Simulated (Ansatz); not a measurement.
## Ca: isotropic strain +1.00 %

Base system: Ca in the fcc (Cu type) structure (space group Fm-3m, No. 225; a = 5.527 Å; relaxed with 0.1 eV smearing).

It is then changed as follows: an isotropic linear strain of +1.00 %; the atoms relax in the strained cell.

All numbers come from Ansatz (a program for electronic structure) PBE, no spin-orbit coupling. k-mesh 21×21×21 (Γ-centred); smearing 0.1 eV (Fermi–Dirac).

| quantity | base | changed | shift |
|---|---|---|---|
| space group | Fm-3m (No. 225) | Fm-3m (No. 225) | – |
| shortest interatomic distance | 3.908 Å | 3.947 Å | +0.039 Å |
| energy relative to the base (free energy F) | 0 meV/atom | +2.0 meV/atom | +2.0 meV/atom |
| pressure | 0.0 GPa | -0.5 GPa | -0.5 GPa |
| band gap | zero | zero | – |

Final structure:

```yaml
crystal:
  lattice:
    - [0.00000, 2.79088, 2.79088]
    - [2.79088, 0.00000, 2.79088]
    - [2.79088, 2.79088, 0.00000]
  atoms:
    - { symbol: Ca, position: [0.00000, 0.00000, 0.00000] }
```

Whether these cells are dynamically stable was not tested.
